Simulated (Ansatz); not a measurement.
Results of r²SCAN (Ansatz, a first-principles code, plane waves, PAW) for LiNbO₃ (R-3c, No. 167, 10 atoms in the cell; start COD 2101178; high-temperature phase).

Settings: plane-wave cutoff 560 eV, 8×8×8 k mesh, Fermi–Dirac smearing 0.01 eV, no spin polarisation, scalar-relativistic PAW data made under PBE.

Cell (measured lattice):

```cif
data_Li6Nb6O18
_chemical_formula_sum 'Nb6 O18 Li6'
_space_group_name_H-M_alt 'R-3c :H'
_space_group_IT_number 167
_space_group_name_Hall '-R 3 2"c'
_cell_length_a 5.28500
_cell_length_b 5.28500
_cell_length_c 13.84880
_cell_angle_alpha 90.000
_cell_angle_beta 90.000
_cell_angle_gamma 120.000
loop_
_atom_site_label
_atom_site_type_symbol
_atom_site_symmetry_multiplicity
_atom_site_Wyckoff_symbol
_atom_site_fract_x
_atom_site_fract_y
_atom_site_fract_z
_atom_site_occupancy
Nb1 Nb 6 b 0.00000 0.00000 0.00000 1
O1 O 18 e 0.60755 0.60755 0.25000 1
Li1 Li 6 a 0.00000 0.00000 0.25000 1
```
(The calculation used a cell of 10 atoms; values per cell refer to that cell.)

**Question.** Predict the band gap, smallest direct gap on the k points sampled and Γ–Γ gap.

**Answer.** 
- band gap: 2.80 eV
- smallest direct gap on the k points sampled: 2.95 eV
- Γ–Γ gap: 3.00 eV

Note: held by symmetry at 0 K, a high-temperature phase can be a saddle point; cell and atoms aren't relaxed at this level (largest force component 0.14 eV/Å, pressure -5.5 GPa).

Spin–orbit coupling is not included.

Static lattice: no zero-point or thermal effects.

It cost roughly 80 core-seconds of CPU time.
